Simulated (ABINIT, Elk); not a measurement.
An ABINIT input for a self-consistent single point of Ge (Fd-3m, 2 atoms in the cell) (DFT, PBE, plane waves, PAW (JTH v2.0 PBE PAW)):

```
# Ge, JTH v2.0 PBE PAW
pp_dirpath "./"
pseudos "Ge.GGA_PBE-JTH.xml"
acell 7.4758810159 7.4758810159 7.4758810159
rprim
         0.0000000000    0.7071067812    0.7071067812
         0.7071067812   -0.0000000000    0.7071067812
         0.7071067812    0.7071067812    0.0000000000
natom 2
ntypat 1
znucl 32
typat 1 1
xred
         0.5000000000    0.5000000000    0.5000000000
         0.7500000000    0.7500000000    0.7500000000
ecut 21 Ha
pawecutdg 42 Ha
pawovlp -1
pawxcdev 0
ixc 11
occopt 3
tsmear 0.00183747
nband 19
kptopt 1
ngkpt 13 13 13
nshiftk 1
shiftk 0 0 0
nstep 80
tolvrs 1.0e-12
prtwf 0
prtden 0
enunit 1
```

**Question.** Write the same calculation as an input for Elk.

**Answer.** This is the input that was run; spellings and numerical settings could be chosen otherwise.

```
tasks
  0

xctype
  20

swidth
  0.00183747

maxscl
  100

scale
  7.475881016

avec
    0.0000000000    0.7071067812    0.7071067812
    0.7071067812    0.0000000000    0.7071067812
    0.7071067812    0.7071067812    0.0000000000

atoms
  1
  'Ge.in'
  2
  0.5000000000  0.5000000000  0.5000000000    0.0 0.0 0.0
  0.7500000000  0.7500000000  0.7500000000    0.0 0.0 0.0

ngridk
  13 13 13
```

Basis settings and potentials, where a program has them, do not carry over. This input uses DFT, PBE, all-electron FP-LAPW, Elk's shipped species files, default APW+lo basis.

The starting cell comes from a database of computed structures (which also holds hypothetical and non-ambient phases and stackings), without a prior relaxation at this level. Its lattice was rescaled by a random factor within 2.5 % of one. For this run, on top of that: lattice scaled by 0.98.
